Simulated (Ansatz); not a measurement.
The reference is SnTe in the rock salt structure (space group Fm-3m, No. 225; a = 6.2348 Å). Axes: x, y, z lie along the cube axes.

All numbers come from LDA (Ansatz, a first-principles code; PAW; 420 eV plane waves; no spin-orbit coupling).

Base values:

The pressure comes out as 0.00 GPa.

Now apply this change: uniaxial strain ε_zz = −0.50 %, all other strain components held at zero; the atoms relax in the strained cell.

Q: What does the calculation give for the pressure after the change?

A: The pressure (mean of the normal stresses, compression positive) goes from zero to 0.26 GPa.

Q: What does the calculation give for the energy relative to the base after the change?

A: The energy increases by 0.4 meV/atom.

Stability against distortions was not tested.
